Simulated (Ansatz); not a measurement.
For AlB2-type ScB2, LDA (Ansatz, a first-principles code, PAW) gives:

| Item | Result |
|---|---|
| lattice parameter a | 3.099 Å |
| lattice parameter c | 3.454 Å |

What does r²SCAN-D4 (plane waves, PAW; Ansatz) give for the same quantities?


- lattice constant a: 3.134 Å (increases by 1.1 %)
- lattice parameter c: 3.506 Å (increases by 1.5 %)

Changes are worked out from the printed values.

Unless a cell is named, each level is at its own relaxed cell (LDA 9.58, r²SCAN-D4 9.94 Å³/atom).

The crystal itself was run without spin with r²SCAN-D4; a magnetic state was not tried in these runs.

Ansatz's density-functional and Hartree–Fock values are scalar-relativistic unless marked +SOC, with PAW data made under PBE.
